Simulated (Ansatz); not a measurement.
## Hypothetical rutile SnS2 under a change: Sn → Cu

Base system: SnS2 in the rutile structure (space group P4_2/mnm, No. 136; a = 6.071 Å, c = 3.787 Å; a hypothetical phase, not in the database extracts checked).

Modification: Cu takes the place of Sn on all its sites; the structure is relaxed again.

The values are results of PBEsol/PAW in Ansatz (a quantum-chemistry and plane-wave program), no spin-orbit coupling, earlier PAW set, not measurements. Settings: 9×9×13 k-points, 0.05 eV Fermi–Dirac smearing, for the changed cell.

| quantity | base | changed | shift |
|---|---|---|---|
| density | 4.35 g/cm³ | 3.85 g/cm³ | -0.50 g/cm³ |
| lattice parameter a | 11.472 bohr | 10.349 bohr | -1.123 bohr |
| c/a ratio | 0.624 | 0.670 | +0.046 |
| space group | P4_2/mnm (No. 136) | P4_2/mnm (No. 136) | – |
| shortest interatomic distance | 4.758 bohr | 4.147 bohr | -0.611 bohr |
| band gap | zero | zero | – |

Final structure:

```yaml
crystal:
  lattice:
    - [5.47631, 0.00000, 0.00000]
    - [0.00000, 5.47631, 0.00000]
    - [0.00000, 0.00000, 3.67016]
  atoms:
    - { symbol: Cu, position: [0.50000, 0.50000, 0.50000] }
    - { symbol: Cu, position: [0.00000, 0.00000, 0.00000] }
    - { symbol: S, position: [0.84460, 0.84460, 0.50000] }
    - { symbol: S, position: [0.34460, 0.65540, 0.00000] }
    - { symbol: S, position: [0.65540, 0.34460, 0.00000] }
    - { symbol: S, position: [0.15540, 0.15540, 0.50000] }
```

No phonon test of stability was made. As relaxed here, CuS2 is a hypothetical phase, not in the database extracts checked. All final runs are without spin polarisation. A zero or small gap of SnS2 can be the functional's error rather than a property of the material.
